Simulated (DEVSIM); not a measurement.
System: Pt/Si3N4/p-Ge capacitor, at 300 K.

| layer (left to right) | material | thickness (nm) | Na (cm⁻³) |
|---|---|---|---|
| 1 | Si3N4 | 3.00 | - |
| 2 | Ge | 650 | 8.4e16 |

Metal gate on the left, work function 5.6 eV. Fixed charge at the semiconductor interface 1.1e11 cm⁻² (in units of +e); no interface traps.

The device is made up for the run: typed textbook-type constants, with dimensions and the other settings drawn at random. Values at 300 K.

```csv
parameter,Si3N4,Ge
gap (eV),5.1,0.664
affinity (eV),2.1,4
permittivity,7.5,16
Nc (cm⁻³),-,1.04e19
Nv (cm⁻³),-,6e18
```

Model (solved in DEVSIM): 1D Poisson equation in equilibrium, Boltzmann statistics, complete ionisation; no quantum confinement or tunnelling. Metal contacts follow the ideal Schottky-Mott rule: no Fermi-level pinning, no interface dipoles.

Problem. Give the band bending (positive: bands bend down) and minority sheet density.

Solution. 
| Vg (V) | ψs (V) | minority carriers (cm⁻²) |
|---|---|---|
| 0.85 | -0.098 | < 1e8 |
| 1 | -0.026 | < 1e8 |
| 1.15 | 0.089 | < 1e8 |
| 1.3 | 0.223 | < 1e8 |
| 1.45 | 0.360 | 2.0e9 |
| 1.6 | 0.487 | 2.0e11 |
| 1.75 | 0.550 | 1.4e12 |
